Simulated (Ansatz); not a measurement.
## LiCl: response to strain

Base system: LiCl in the rock salt structure (space group Fm-3m, No. 225; a = 5.064 Å). Axes: x, y, z lie along the cube axes.

Strains are applied to the cell and any free atomic positions relax.

The values are results of PBEsol (Ansatz, a first-principles code), scalar-relativistic without spin-orbit coupling, not measurements.

Candidates:
(a) uniaxial strain ε_zz = +3.00 %
(b) uniaxial strain ε_zz = +1.00 %
(c) uniaxial strain ε_zz = +2.50 %
(d) uniaxial strain ε_zz = −2.00 %

For the base:

| Property | Value |
|---|---|
| Band gap | 6.35 eV |

**Question.** Order them by band gap, lowest first.

**Answer.** (a) uniaxial strain ε_zz = +3.00 % (6.13 eV), (c) uniaxial strain ε_zz = +2.50 % (6.16 eV), (b) uniaxial strain ε_zz = +1.00 % (6.27 eV), (d) uniaxial strain ε_zz = −2.00 % (6.45 eV)

Whether these cells are dynamically stable was not tested.
